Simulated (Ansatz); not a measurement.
This concerns the energy of the reaction as written. Reaction: 3/8 cell B + 5/8 cell C → cell A. Negative: the products are lower in energy.

Cell A: a slab of Ir (fcc, Fm-3m) cut along (111), 21 atoms, hexagonal cell of 5.48 Å (26.0 Å²), symmetry P3m1 within 0.02 Å, 10.1 Å thick under 16 Å of vacuum, in-plane vectors held at the crystal's; planes from bottom to top: Ir4 × 5 | O, its two faces unlike (dipole correction applied); added, foreign or displaced atoms, above the top plane: O bound to 3 Ir at 2.05 Å; spin state with PBE: run without spin, k-point mesh 10×10×1.
```yaml
crystal:
  lattice:
    - [5.47549, 0.00000, 0.00000]
    - [2.73774, 4.74191, 0.00000]
    - [0.00000, 0.00000, 26.38122]
  atoms:
    - { symbol: Ir, position: [0.83333, 0.33333, 0.30537] }
    - { symbol: Ir, position: [0.33390, 0.33220, 0.30530] }
    - { symbol: Ir, position: [0.83220, 0.83390, 0.30530] }
    - { symbol: Ir, position: [0.33390, 0.83390, 0.30530] }
    - { symbol: Ir, position: [0.00001, 0.99998, 0.38823] }
    - { symbol: Ir, position: [0.50000, 0.00000, 0.38833] }
    - { symbol: Ir, position: [0.00001, 0.50001, 0.38823] }
    - { symbol: Ir, position: [0.49998, 0.50001, 0.38823] }
    - { symbol: Ir, position: [0.16769, 0.16615, 0.47273] }
    - { symbol: Ir, position: [0.66615, 0.16615, 0.47273] }
    - { symbol: Ir, position: [0.16667, 0.66667, 0.47281] }
    - { symbol: Ir, position: [0.66615, 0.66769, 0.47273] }
    - { symbol: Ir, position: [0.83333, 0.33333, 0.55790] }
    - { symbol: Ir, position: [0.33332, 0.33337, 0.55676] }
    - { symbol: Ir, position: [0.83337, 0.83332, 0.55676] }
    - { symbol: Ir, position: [0.33332, 0.83332, 0.55676] }
    - { symbol: Ir, position: [0.99493, 0.01015, 0.64266] }
    - { symbol: Ir, position: [0.50000, 0.00000, 0.63958] }
    - { symbol: Ir, position: [0.99493, 0.49493, 0.64266] }
    - { symbol: Ir, position: [0.51015, 0.49493, 0.64266] }
    - { symbol: O, position: [0.16667, 0.66667, 0.68996] }
```

Cell B: a slab of Ir (fcc, Fm-3m) cut along (111), 46 atoms, hexagonal cell of 8.21 Å (58.4 Å²), symmetry P3m1 within 0.02 Å, 10.2 Å thick under 16 Å of vacuum, in-plane vectors held at the crystal's; planes from bottom to top: Ir9 × 5 | O, its two faces unlike (dipole correction applied); added, foreign or displaced atoms, above the top plane: O bound to 3 Ir at 2.05 Å; spin state with PBE: run without spin, k-point mesh 5×5×1.
```
CELL_PARAMETERS angstrom
      8.21323     0.00000     0.00000
      4.10661     7.11286     0.00000
      0.00000     0.00000    26.38122
ATOMIC_POSITIONS crystal
  Ir 0.88912 0.22210 0.30525
  Ir 0.22210 0.22210 0.30525
  Ir 0.55571 0.22191 0.30531
  Ir 0.88943 0.55447 0.30539
  Ir 0.22191 0.55571 0.30531
  Ir 0.55571 0.55571 0.30531
  Ir 0.88943 0.88943 0.30539
  Ir 0.22210 0.88912 0.30525
  Ir 0.55447 0.88943 0.30539
  Ir 0.99949 0.99949 0.38835
  Ir 0.33435 0.99949 0.38835
  Ir 0.66671 0.99991 0.38829
  Ir 0.99949 0.33435 0.38835
  Ir 0.33350 0.33350 0.38806
  Ir 0.66634 0.33350 0.38806
  Ir 0.99991 0.66671 0.38829
  Ir 0.33350 0.66634 0.38806
  Ir 0.66671 0.66671 0.38829
  Ir 0.11111 0.11111 0.47133
  Ir 0.44389 0.11113 0.47298
  Ir 0.77832 0.11113 0.47298
  Ir 0.11113 0.44389 0.47298
  Ir 0.44444 0.44444 0.47265
  Ir 0.77832 0.44389 0.47298
  Ir 0.11113 0.77832 0.47298
  Ir 0.44389 0.77832 0.47298
  Ir 0.77778 0.77778 0.47267
  Ir 0.88701 0.22316 0.55754
  Ir 0.22316 0.22316 0.55754
  Ir 0.55520 0.22293 0.55680
  Ir 0.88920 0.55494 0.55716
  Ir 0.22293 0.55520 0.55680
  Ir 0.55520 0.55520 0.55680
  Ir 0.88920 0.88920 0.55716
  Ir 0.22316 0.88701 0.55754
  Ir 0.55494 0.88920 0.55716
  Ir 0.00000 0.00000 0.63967
  Ir 0.33333 0.00000 0.63967
  Ir 0.66925 0.99483 0.64002
  Ir 0.00000 0.33333 0.63967
  Ir 0.33033 0.33033 0.64276
  Ir 0.67268 0.33033 0.64276
  Ir 0.99483 0.66925 0.64002
  Ir 0.33033 0.67268 0.64276
  Ir 0.66925 0.66925 0.64002
  O  0.44444 0.44444 0.69047
```

Cell C: a slab of Ir (fcc, Fm-3m) cut along (111), 6 atoms, hexagonal cell of 2.74 Å (6.5 Å²), symmetry P3m1 within 0.02 Å, 10.2 Å thick under 16 Å of vacuum, in-plane vectors held at the crystal's; planes from bottom to top: Ir × 5 | O, its two faces unlike (dipole correction applied); added, foreign or displaced atoms, above the top plane: O bound to 3 Ir at 2.02 Å; spin state with PBE: run without spin, k-point mesh 19×19×1.
```
Ir5O
1.0
    2.73774     0.00000     0.00000
    1.36887     2.37095     0.00000
    0.00000     0.00000    26.38122
Ir O
5 1
Cartesian
  2.73774   1.58064   8.06622
  0.00000   0.00000  10.25227
  1.36887   0.79032  12.47245
  2.73774   1.58064  14.71664
  0.00000   0.00000  16.98654
  1.36887   0.79032  18.24069
```

Computed with Ansatz (plane waves, PAW), its default PAW set, cutoff 420 eV, 500 eV for r2SCAN. The structures are at rest with PBE, within the held lattices; other levels are single points on them. Neutral cells; Fermi-Dirac smearing of at most 0.10 eV in the solids, energies taken to zero width. The lattices are those relaxed with PBE, so at other levels the solids can be strained, which adds to the spread. Larger cells are relaxed from a start prepared with the learned potential CHGNet, on a coarser mesh till forces fall under 0.03 eV/Å, which some starts already meet. A dispersion term (D3(BJ), or D4 for r2SCAN) was computed beside these levels and is taken off wherever the name lacks it. The PAW files were made for PBE and serve at the other functionals too. Space groups of crystals are read within 0.01 Å. Static lattices, no vibrational contributions. No structure search was made; lower ones may exist. The runs are scalar-relativistic, without spin-orbit coupling. No Hubbard U is applied. No correction for cell size. The cells' k-point meshes differ in density, so the last digit is unsettled. Cell A has symmetry P3m1 within 0.02 Å and got no random move, so less symmetric positions, which may lie lower, weren't tried. Cell B has symmetry P3m1 within 0.02 Å and got no random move, so less symmetric positions, which may lie lower, weren't tried. Cell C has symmetry P3m1 within 0.02 Å and got no random move, so less symmetric positions, which may lie lower, weren't tried.

Problem. Predict the value from PBE.

Solution. -0.46 eV, for 3/8 cell B + 5/8 cell C → cell A.

Problem. What do the other levels give, and how wide is the spread?

Solution. 
| Level | value (eV) | less PBE |
|---|---|---|
| r2SCAN | -0.41 | 0.05 |

The levels shown span only 0.05 eV, too little to tell them apart.

Ansatz is an electronic-structure program.
